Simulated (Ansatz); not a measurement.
## Ansatz run on InBi (P4mm, 4 atoms in the cell): self-consistent single point

Method: LDA (PW92), default PAW files made with PBE (plane waves; Ansatz, a first-principles code).

This input was run:

Ansatz 0.2 input:
```yaml
# InBi
crystal:
  lattice:
    - [4.925552, 0.000000, 0.000000]
    - [0.000000, 4.925552, 0.000000]
    - [0.000000, 0.000000, 5.237947]
  atoms:
    - { symbol: In, position: [0.500000, 0.500000, 0.000000] }
    - { symbol: In, position: [0.000000, 0.000000, 0.000000] }
    - { symbol: Bi, position: [0.500000, 0.000000, 0.369556] }
    - { symbol: Bi, position: [0.000000, 0.500000, 0.639990] }
basis:
  ecutwfc: 30.9 Ry
kpoints:
  mp_grid: { grid: [7, 7, 6] }
hamiltonian:
  xc: lda
  pseudopotentials: { kind: paw }
scf:
  occupations: { method: gaussian, width: 0.0073 Ry }
output:
  forces: true
  eigenvalues: true
  stress: true
```

Output (repeated stretches shortened):

```
WARN ansatz: RAYON_NUM_THREADS=1 ignored (pool sized by the plan → 1); use --threads N
Pseudopotentials: kind: paw
Pseudopotential: In, paw, valence charge 13
Pseudopotential: Bi, paw, valence charge 15
Crystal: 4 atoms, lattice volume = 127.078 Å³
Basis set: ecut = 420.4159175005146 eV, 2477 PW (Γ)
Bands: 34, of which v1, the nominal top of the filled ones, is band 28 counted from 1 (27 counted from 0)
Symmetry: 8 space group operations
Space group: P4mm (ITA 99), of the structure as read, at distance tolerance 5.0e-5 Å
k-points: 40 of 294 (time reversal used)
PAW frozen core: In, regenerated for the run's functional, and the local potential with it
PAW frozen core: Bi, regenerated for the run's functional, and the local potential with it
Initial density: superposition of atomic densities (neutral atoms: chi_scale 0, normalization atom), corrected by the library's trained network
Initial wavefunctions: pseudopotential atomic-orbital guess
Eigensolver: davidson
Functional: x = slater, c = lda
SCF iter   1: F=—  HF=-35085.954041 eV  |F-HF|=—  |Δ(HF+E_count)|=         —  Δρ=5.28e-3  dr2=2.34e-2  ethr=1.77e-3  ⟨swp⟩=7.1  Hψ=6274  notcnv=0
all-band conjugate gradients solve this SCF's bands
preconditioner: auto → Kerker (q_TF=auto, 2.380 Å⁻¹)
SCF iter   2: F=—  HF=-35085.947357 eV  |F-HF|=—  |Δ(HF+E_count)|=   6.68e-3  Δρ=2.27e-3  dr2=4.84e-3  ethr=4.17e-5  ⟨swp⟩=2.0  Hψ=2081  notcnv=0
SCF iter   3: F=—  HF=-35085.946179 eV  |F-HF|=—  |Δ(HF+E_count)|=   1.18e-3  Δρ=4.64e-4  dr2=4.54e-4  ethr=8.65e-6  ⟨swp⟩=2.0  Hψ=1830  notcnv=0
SCF iter   4: F=—  HF=-35085.946094 eV  |F-HF|=—  |Δ(HF+E_count)|=   8.50e-5  Δρ=9.85e-5  dr2=2.77e-5  ethr=8.11e-7  ⟨swp⟩=2.0  Hψ=1604  notcnv=0
SCF iter   5: F=—  HF=-35085.946085 eV  |F-HF|=—  |Δ(HF+E_count)|=   8.80e-6  Δρ=3.43e-5  dr2=3.18e-6  ethr=4.95e-8  ⟨swp⟩=2.7  Hψ=2168  notcnv=0
SCF iter   6: F=—  HF=-35085.946084 eV  |F-HF|=—  |Δ(HF+E_count)|=   3.31e-7  Δρ=1.11e-5  dr2=2.80e-7  ethr=5.69e-9  ⟨swp⟩=3.0  Hψ=2451  notcnv=0
SCF iter   7: F=-35085.946084 eV  HF=-35085.946084 eV  |F-HF|=4.47e-9  |Δ(HF+E_count)|=   1.40e-8  Δρ=3.29e-6  dr2=2.26e-8  ethr=1.79e-10  ⟨swp⟩=8.8  Hψ=5343  notcnv=0
SCF 1 converged in 7 iterations: F = -35085.946084 eV  dr2 = 2.26e-8
SCF converged after 7 iterations
Free energy (F): -35085.946084 eV
Harris-Foulkes:  -35085.946084 eV  (|F-HF|=4.47e-9)
Internal energy: -35085.940772 eV  (E = F + TS)
E sigma→0 (E₀):  -35085.943428 eV
Entropy (-TS):   -0.005313 eV (-1.328 meV/atom)
Fermi energy:    9.018866 eV
--- Per-component energies (eV) ---
  E_band       = -307.665818
  E_kinetic    = 1089.936309
  E_local      = -5434.122282  (includes V_loc(G=0)·N_el)
  E_nonlocal   = 1865.098443
  E_hartree    = 1920.402803
  E_xc         = -727.648041
  E_vxc        = -490.704707  (∫ρ·V_xc dr)
  E_paw        = -28732.688313  (= ΣΔE_a)
  E_vpaw       = -1178.678091  (= ΣTr[D̂ρ^β])
  E_aug_tail   = -0.000997  (compensation charges beyond the density's cutoff)
  E_ewald      = -5067.477995
  E_core_change = 0.559303  (= ΣΔE_core)
  E_smearing   = -0.005313  (= −TS)
  E_closure    = 0.000000  (closes the sum)
  Σ components = -35085.946084   (vs F -35085.946084, Δ=0.00e0)
--- Forces (eV/Å), atoms counted from 1 ---
  atom   1  In     0.00000000     0.00000000     0.09441217
  atom   2  In    -0.00000000     0.00000000     0.09441217
  atom   3  Bi    -0.00000000     0.00000000    -0.15249854
  atom   4  Bi     0.00000000     0.00000000    -0.03633359
  max |Σ_I F_I| component: 7.79e-6 eV/Å
--- Stress (GPa, compression-positive) ---
       -3.600329       0.000000       0.000000
        0.000000      -3.600329       0.000000
        0.000000       0.000000      -3.435603
  P = ⅓ Tr σ = -3.5454 GPa (-35.454 kbar)
  The stress holds the Pulay correction. Without it, at fixed plane waves, as pw.x and ABINIT print it: P = -3.5665 GPa
--- Band table (eV; the first three rows and the last of 40) ---
  k-point 0: bands = ["-13.4414", "-13.4382", "-13.4230", "-13.4230", "-13.4057", "-13.3995", "-13.3995", "-13.3954", "-13.3887", "-13.3640", "-5.5178", "-5.5123", "-5.4024", "-5.3899", "-5.3899", "-5.3113", "-5.3113", "-5.2775", "-5.2691", [...]
  k-point 1: bands = ["-13.4411", "-13.4379", "-13.4230", "-13.4230", "-13.4053", "-13.3997", "-13.3997", "-13.3957", "-13.3883", "-13.3642", "-5.5178", "-5.5128", "-5.4007", "-5.3921", "-5.3921", "-5.3120", "-5.3120", "-5.2775", "-5.2680", [...]
  k-point 2: bands = ["-13.4406", "-13.4372", "-13.4228", "-13.4228", "-13.4045", "-13.3999", "-13.3999", "-13.3961", "-13.3875", "-13.3648", "-5.5179", "-5.5135", "-5.3976", "-5.3963", "-5.3963", "-5.3132", "-5.3132", "-5.2775", "-5.2660", [...]
  k-point 39: bands = ["-13.4262", "-13.4243", "-13.4229", "-13.4209", "-13.4099", "-13.4013", "-13.4000", "-13.3965", "-13.3863", "-13.3811", "-5.4789", "-5.4675", "-5.4396", "-5.4269", "-5.3562", "-5.3468", "-5.3050", "-5.2999", "-5.2583", [...]
```

The run converged in 7 iterations.

The starting cell comes from a database of computed structures (which also holds hypothetical and non-ambient phases and stackings), without a prior relaxation at this level. Its lattice was rescaled by up to half a per cent. One atom was moved a little off its site on purpose. Spin-orbit coupling is off. With a pressure of about -4 GPa the cell is away from its equilibrium volume at this level. Ansatz's pressure includes its estimate of the finite-basis (Pulay) stress.
